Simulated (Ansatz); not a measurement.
Quick settings and what they miss: Cs2RbSbBr6 (Fm-3m, 10 atoms in the cell)

Self-consistent single point.

```xyz
10
Lattice="0.0000 6.0430 6.0430 6.0430 0.0000 6.0430 6.0430 6.0430 0.0000" Properties=species:S:1:pos:R:3 pbc="T T T"
Cs     9.0645     9.0645     9.0645
Cs     3.0215     3.0215     3.0215
Rb     6.0430     6.0430     6.0430
Sb     0.0000     0.0000     0.0000
Br     2.7911     6.0430     6.0430
Br     9.2949     6.0430     6.0430
Br     6.0430     2.7911     6.0430
Br     6.0430     9.2949     6.0430
Br     6.0430     6.0430     2.7911
Br     6.0430     6.0430     9.2949
```

Computed with PBEsol, default PAW files made with PBE (plane waves; Ansatz, a first-principles code).

Base settings: basis.ecutwfc = 30.9 Ry; kpoints.mp_grid.grid = 4 4 4; hamiltonian.xc = pbesol; hamiltonian.pseudopotentials = {kind: paw} (the program's default PAW files); scf.occupations.method = fixed.

Tight run (finer mesh or higher cutoff; not a proven limit): basis.ecutwfc: 30.9 Ry → 43.4 Ry; kpoints.mp_grid.grid: 4 4 4 → 6 6 6; scf.convergence.dr2_threshold: default (1e-07 eV) → 1e-09 eV. It gave top of the valence band (on the code's own zero) 1.93 eV; gap on the k-point mesh 2.78 eV; pressure -0.54 GPa; largest force (vector length) 0.008 eV/Å.

Quick runs, as changes from the base:
- A: the base itself
- B: basis.ecutwfc: 30.9 Ry → 18.4 Ry; kpoints.mp_grid.grid: 4 4 4 → 1 1 1; hamiltonian.xc: pbesol → lda; scf.convergence.dr2_threshold: default (1e-07 eV) → 0.0001 eV [LDA (PW92)]
- C: basis.ecutwfc: 30.9 Ry → 15.4 Ry; hamiltonian.xc: pbesol → lda; scf.occupations.method: fixed → fermi_dirac; scf.occupations.width: default → 0.0147 Ry; scf.convergence.dr2_threshold: default (1e-07 eV) → 0.0001 eV [LDA (PW92)]
- D: scf.occupations.method: fixed → cold; scf.occupations.width: default → 0.02 Ry; scf.convergence.dr2_threshold: default (1e-07 eV) → 0.001 eV
- E: basis.ecutwfc: 30.9 Ry → 15.4 Ry; kpoints.mp_grid.grid: 4 4 4 → 2 2 2

Dashes: energy of B, C, another energy zero.

Gaps are read on each run's own mesh, which may miss the band edges.

† marks runs with another functional, U, potentials or spin treatment: their distance from the tight run is not a convergence error alone.

The count of work is k-points × plane waves × bands × iterations; it is no time. 

Pressures in the table are Ansatz's without its Pulay estimate, at a fixed set of plane waves; the tight run's value above holds the estimate.

The starting cell comes from a database of computed structures (which also holds hypothetical and non-ambient phases and stackings), without a prior relaxation at this level. Its lattice was rescaled by a random factor within 2.5 % of one. Spin-orbit coupling is off.

| run | energy less tight (meV/atom) | pressure less tight (GPa) | largest miss in a force vector (eV/Å) | gap on the mesh less tight (eV) | count of work / tight |
|---|---|---|---|---|---|
| A | 0.8 | -0.01 | 0.000 | 0.000 | 0.26 |
| B† | – | -5.73 | 0.120 | 1.103 | 0.013 |
| C† | – | -22.67 | 0.066 | 0.045 | 0.087 |
| D | 0.8 | -0.01 | 0.000 | 0.004 | 0.11 |
| E | 1123.7 | -21.57 | 0.029 | 0.120 | 0.035 |

Among the runs at the tight run's level, the energy misses run from 0.8 to 1123.7 meV/atom.

Left out of this page: 1 run of the series outside the window shown, repeating another row's setting, or not comparable.

Keys are those of Ansatz 0.2.
